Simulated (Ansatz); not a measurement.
System: GaSnSiN (model structure, started from the AlSiCN type, R3m, No. 160, 4 atoms in the cell). Method: LDA in Ansatz (PAW).

Run with plane-wave cutoff 520 eV, 18×18×18 k mesh, Fermi–Dirac smearing 0.05 eV, scalar-relativistic PAW data made under PBE.

Cell (relaxed at this level):

```cif
data_Ga3N3Si3Sn3
_chemical_formula_sum 'Ga3 N3 Sn3 Si3'
_space_group_name_H-M_alt 'R3m :H'
_space_group_IT_number 160
_space_group_name_Hall 'R 3 -2"'
_cell_length_a 3.71063
_cell_length_b 3.71063
_cell_length_c 18.35408
_cell_angle_alpha 90.000
_cell_angle_beta 90.000
_cell_angle_gamma 120.000
loop_
_atom_site_label
_atom_site_type_symbol
_atom_site_symmetry_multiplicity
_atom_site_Wyckoff_symbol
_atom_site_fract_x
_atom_site_fract_y
_atom_site_fract_z
_atom_site_occupancy
Ga1 Ga 3 a 0.00000 0.00000 0.98796 1
N1 N 3 a 0.00000 0.00000 0.88053 1
Sn1 Sn 3 a 0.00000 0.00000 0.51063 1
Si1 Si 3 a 0.00000 0.00000 0.37085 1
```
(The calculation used a cell of 4 atoms; values per cell refer to that cell.)

Question: Estimate the bulk modulus B0 that the calculation returns.

Answer: 
* **bulk modulus B0**: 89.4 GPa

The run finds no gap.

Note: the bulk modulus is −V dP/dV from two relaxed cells at ±2 % in volume; the relaxation could raise the start's symmetry but not lower it, so the cell can be a saddle point.

Spin–orbit coupling is not included; it can open a gap where bands touch, and shift volumes and moduli.

The computed numbers hold no vibrational or temperature effects.

The result took around 20 core-minutes (rough).

A model structure was made by putting elements into a prototype or built by hand; it is no filed structure, need not be a known phase, and can be a saddle point held by its symmetry.

Ansatz is an electronic-structure program.
